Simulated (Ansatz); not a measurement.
Habitual settings against a tight run: SnO₂ (R-3m, 3 atoms in the cell)

Self-consistent single point.

```xyz
3
Lattice="1.5886 0.9172 4.7161 -1.5886 0.9172 4.7161 0.0000 -1.8344 4.7161" Properties=species:S:1:pos:R:3 pbc="T T T"
Sn     0.0000     0.0000     7.0742
O      0.0000     0.0000     3.3555
O      0.0000     0.0000    10.7928
```

Method: r2SCAN, default PAW files made with PBE (plane waves; Ansatz, a program for electronic structure).

Base settings: basis.ecutwfc = 500 eV; kpoints.mp_grid.grid = 8 8 8; hamiltonian.xc = r2scan; hamiltonian.pseudopotentials = {kind: paw} (the program's default PAW files); scf.occupations.method = gaussian; scf.occupations.width = 0.05 eV.

Tight run (finer mesh or higher cutoff; not a proven limit): basis.ecutwfc: 500 eV → 700 eV; kpoints.mp_grid.grid: 8 8 8 → 11 11 11; scf.convergence.dr2_threshold: default (1e-07 eV) → 1e-09 eV. It gave top of the valence band (on the code's own zero) 6.33 eV; gap on the k-point mesh 2.83 eV; pressure 1.06 GPa; largest force (vector length) 0.028 eV/Å.

Quick runs, as changes from the base:
- A: the base itself
- B: basis.ecutwfc: 500 eV → 400 eV; kpoints.mp_grid.grid: 8 8 8 → 2 2 2; scf.occupations.method: gaussian → methfessel_paxton; scf.occupations.width: 0.05 eV → 0.136 eV; scf.convergence.dr2_threshold: default (1e-07 eV) → 0.001 eV
- C: basis.ecutwfc: 500 eV → 210 eV; hamiltonian.xc: r2scan → lda; kpoints.mp_grid.shift: default → 0.5 0.5 0.5; scf.convergence.dr2_threshold: default (1e-07 eV) → 0.001 eV [LDA (PW92)]
- D: basis.ecutwfc: 500 eV → 420 eV; kpoints.mp_grid.grid: 8 8 8 → 4 4 4; hamiltonian.xc: r2scan → lda [LDA (PW92)]
- E: basis.ecutwfc: 500 eV → 250 eV; kpoints.mp_grid.grid: 8 8 8 → 4 4 4; scf.occupations.width: 0.05 eV → 0.272 eV; kpoints.mp_grid.shift: default → 0.5 0.5 0.5
- F: basis.ecutwfc: 500 eV → 300 eV; kpoints.mp_grid.grid: 8 8 8 → 1 1 1; scf.occupations.method: gaussian → cold; scf.occupations.width: 0.05 eV → 0.136 eV
- G: basis.ecutwfc: 500 eV → 420 eV; kpoints.mp_grid.grid: 8 8 8 → 3 3 3; hamiltonian.xc: r2scan → b3lyp [B3LYP]
- H: basis.ecutwfc: 500 eV → 420 eV; kpoints.mp_grid.grid: 8 8 8 → 4 4 4; hamiltonian.xc: r2scan → hse06 [HSE06]

Dashes: energy of C, D, G, H, another energy zero; count of C, D, G, H, another kind of functional, whose work the count does not hold.

Gaps are read on each run's own mesh, which may miss the band edges.

† marks runs with another functional, U, potentials or spin treatment: their distance from the tight run is not a convergence error alone.

The count of work is k-points × plane waves × bands × iterations; it is no time. 

Pressures in the table are Ansatz's without its Pulay estimate, at a fixed set of plane waves; the tight run's value above holds the estimate.

The starting cell comes from a database of computed structures (which also holds hypothetical and non-ambient phases and stackings), without a prior relaxation at this level. Its lattice was rescaled by a random factor within 2.5 % of one.

| run | energy less tight (meV/atom) | pressure less tight (GPa) | largest miss in a force vector (eV/Å) | gap on the mesh less tight (eV) | count of work / tight |
|---|---|---|---|---|---|
| A | 2.9 | -0.02 | 0.003 | 0.005 | 0.20 |
| B | 249.3 | 1.18 | 0.378 | -0.080 | 0.0059 |
| C† | – | -210.34 | 2.216 | -1.293 | – |
| D† | – | -3.61 | 0.089 | -0.699 | – |
| E | 1292.6 | -72.26 | 0.174 | 0.141 | 0.013 |
| F | 3503.7 | 3.45 | 1.760 | -0.455 | 0.0020 |
| G† | – | 2.95 | 0.046 | 1.352 | – |
| H† | – | -2.06 | 0.255 | 1.076 | – |

Among the runs at the tight run's level, the energy misses run from 2.9 to 3503.7 meV/atom.

Keys are those of Ansatz 0.2.
